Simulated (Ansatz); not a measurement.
The parent structure is GaAs in the zinc blende structure (space group F-43m, No. 216; a = 5.6590 Å).

Computed with PBEsol (Ansatz, an electronic-structure program; PAW; 420 eV plane waves; without spin-orbit coupling).

Base values:

| Item | Result |
|---|---|
| Shortest interatomic distance | 2.450 Å |
| Band gap | 0.42 eV |
| Electron mass | 0.025 mₑ (at Γ) |

Now apply this change: a hydrostatic pressure of 2.1 GPa.

Problem. What does the calculation give for the shortest interatomic distance after the change?

Solution. The shortest interatomic distance shrinks by 0.023 Å to 2.427 Å.

Problem. How does this affect the band gap?

Solution. The band gap rises by 0.21 eV, from 0.42 eV to 0.63 eV.

Problem. How does this affect the electron mass?

Solution. The electron mass goes from 0.025 mₑ (at Γ) to 0.036 mₑ (at Γ).

Load acts through the strain it causes; cell and atoms are relaxed under it. Effective masses come from finite differences of ±0.01 Å⁻¹. Stability against distortions was not tested. Tetrahedral semiconductors of this kind turn to denser phases somewhere between about 1 and 50 GPa; those were not computed, so compressed cells here can lie past the real transition.
